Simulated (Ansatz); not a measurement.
Structures of equal composition on the (100) surface of rock-salt TiC: Nb on all Ti sites of the second plane; Nb on all Ti sites of the top plane. The slabs share one bottom face, and each structure is named by its start. These are constructed structures in small cells; real faces may alloy, dewet or reconstruct in larger ones, and not all known structures of the face are among them. Slabs of about 10 Å, Fermi-Dirac smearing of 0.1 eV. Bottom of the slabs: a bare face, its two planes held. Relaxed from the named starts with such symmetry as they have, on meshes of like density; energies extrapolated to zero smearing; spin only where a row says so; no spin-orbit coupling, no U. Brackets mark spin-polarised runs, whose order is one that fits the cell.

These are r2SCAN, at the PBE geometry (plane waves to 500 eV, PAW; Ansatz, a program for electronic structure) values and carry that method's errors.

Rank these by energy per 1x1 cell (lowest first), as r2SCAN, at the PBE geometry gives it.

Nb on all Ti sites of the top plane (0.000 eV), Nb on all Ti sites of the second plane (0.307 eV)
